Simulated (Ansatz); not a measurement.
C: response to strain

The reference is C in the diamond structure (space group Fd-3m, No. 227; a = 3.532 Å). Axes: x, y, z lie along the cube axes.

Strains are applied to the cell and any free atomic positions relax; under biaxial strain the out-of-plane vector relaxes too.

The values are results of LDA (Ansatz, a quantum-chemistry and plane-wave program), no spin-orbit coupling, not measurements.

Candidates:
(a) biaxial strain −2.00 %, plane normal [001], relaxed out of plane
(b) biaxial strain +1.00 %, plane normal [001], relaxed out of plane
(c) biaxial strain +2.00 %, plane normal [001], relaxed out of plane
(d) biaxial strain −3.00 %, plane normal [001], relaxed out of plane

Order them by out-of-plane strain, lowest first.

(c) biaxial strain +2.00 %, plane normal [001], relaxed out of plane (-0.53 %), (b) biaxial strain +1.00 %, plane normal [001], relaxed out of plane (-0.27 %), (a) biaxial strain −2.00 %, plane normal [001], relaxed out of plane (+0.55 %), (d) biaxial strain −3.00 %, plane normal [001], relaxed out of plane (+0.83 %)

Whether these cells are dynamically stable was not tested.
